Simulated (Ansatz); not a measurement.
Amorphous Zr20O41Ba, 62 atoms at 5.35 g/cm³, one PBE-relaxed geometry, zone centre. Methods: PBE, scalar-relativistic without spin-orbit coupling (Ansatz, a program for electronic structure); r2SCAN, scalar-relativistic without spin-orbit coupling (Ansatz); HSE06, scalar-relativistic without spin-orbit coupling (Ansatz). Plane waves to 420 eV (r2SCAN 500 eV); exact exchange is cut at the cell's faces. At PBE the levels at the filled edge of the gap are localised (band-tail or defect states). All rungs ran without spin polarisation.

A CHGNet melt-quench gave the starting glass, which DFT then relaxed. O atoms were pushed apart under 1.9 Å during the dynamics, to hinder bonds among them. The hot cell started wider than the set density and was brought back towards it in steps. It is the lowest in DFT energy of 2 quenches. It is a model cell: composition and starting density were chosen by hand, and all elements were melted together. No dispersion term was used. Its density started from a set value of 5.35 and ended at 5.35 g/cm³. The quench (nominally 300 K/ps over its main leg) was far faster than any real one, so the model tends to hold more defects than a real film. One small periodic cell is one sample of the glass; other quenches scatter about these values. The volume was held where the preparation left it and the shape relaxed, at a PBE pressure of -0.7 GPa (tension). Stress components on the final sampling reach 0.7 GPa.

The relaxation ran on the zone centre alone. At PBE the level gap is 3.64 eV on a 2×2×2 Γ-centred mesh, and the spacing at the zone centre alone 3.63 eV.

Q: What zone-centre spacing does r2SCAN give, roughly?

A: 4.09 eV (+0.46 eV against PBE).

Q: What zone-centre spacing does HSE06 give, roughly?

A: 5.16 eV (+1.52 eV against PBE).

The highest filled and the lowest empty state spread over these numbers of atoms (participation numbers): PBE: 10.9 and 11.0; r2SCAN: 10.6 and 10.6; HSE06: 10.5 and 11.3.
